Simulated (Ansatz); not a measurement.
## Bi2O3 (P-3m1, No. 164, 5 atoms in the cell; start mp-1017552; a measured phase of this formula has another space group)

The numbers are results of LDA in Ansatz (PAW), not measurements.

Run with plane-wave cutoff 500 eV, 12×12×8 k mesh (along the axes of the cell as run), gaussian smearing 0.02 eV, scalar-relativistic PAW data made under PBE.

Cell (relaxed at this level):

```cif
data_Bi2O3
_chemical_formula_sum 'Bi2 O3'
_space_group_name_H-M_alt 'P 1'
_space_group_IT_number 1
_cell_length_a 3.81761
_cell_length_b 3.81761
_cell_length_c 5.84399
_cell_angle_alpha 90.000
_cell_angle_beta 90.000
_cell_angle_gamma 120.000
loop_
_space_group_symop_operation_xyz
  'x, y, z'
loop_
_atom_site_label
_atom_site_type_symbol
_atom_site_fract_x
_atom_site_fract_y
_atom_site_fract_z
_atom_site_occupancy
Bi1 Bi 0.66667 0.33333 0.75836 1
Bi2 Bi 0.33333 0.66667 0.24164 1
O1 O 0.66667 0.33333 0.36801 1
O2 O 0.33333 0.66667 0.63199 1
O3 O 0.00000 0.00000 0.00000 1
```

For Bi2O3 (P-3m1, No. 164, 5 atoms in the cell; start mp-1017552; a measured phase of this formula has another space group), the band gap comes out as 1.07 eV (on the SCF k mesh).

Note: the relaxation could not lower the start's symmetry, so the cell can be a saddle point above a distorted one.

Spin–orbit coupling is not included; with these elements it can move the gap by several tenths of an eV or more.

Computing time: about 3 core-minutes (a rough figure).

A start named mp-… is a Materials Project structure, which need not be a measured phase.

Ansatz is a first-principles code.
